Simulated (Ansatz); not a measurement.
## What uniaxial strain ε_zz = +1.50 % does to W

The parent structure is W in the bcc (W type) structure (space group Im-3m, No. 229; a = 3.1542 Å; relaxed with 0.1 eV smearing). Axes: x, y, z lie along the cube axes.

It is then changed as follows: the cell is stretched by 1.50 % along z with no lateral relaxation; the atoms relax in the strained cell.

The values are results of DFT with PBEsol, PAW potentials and a 420 eV plane-wave cutoff in Ansatz (an electronic-structure program), scalar-relativistic without spin-orbit coupling, not measurements. Settings: 29×29×29 k-points, 0.1 eV Fermi–Dirac smearing.

| quantity | base | changed | shift |
|---|---|---|---|
| energy relative to the base (free energy F) | 0 meV/atom | +5.8 meV/atom | +5.8 meV/atom |
| pressure (mean of the normal stresses, compression positive) | 0.0 GPa | -4.6 GPa | -4.6 GPa |
| band gap | zero | zero | – |
| stress (xx, yy, zz, yz, xz, xy; compression positive) | – | (-3.1, -3.1, -7.7, 0.0, 0.0, 0.0) GPa | – |

Cost of the whole job for the changed cell (relaxation, final SCF and bands): about 40 core-seconds (a rough figure).

Stability against distortions was not tested. The final runs are not spin-polarised.
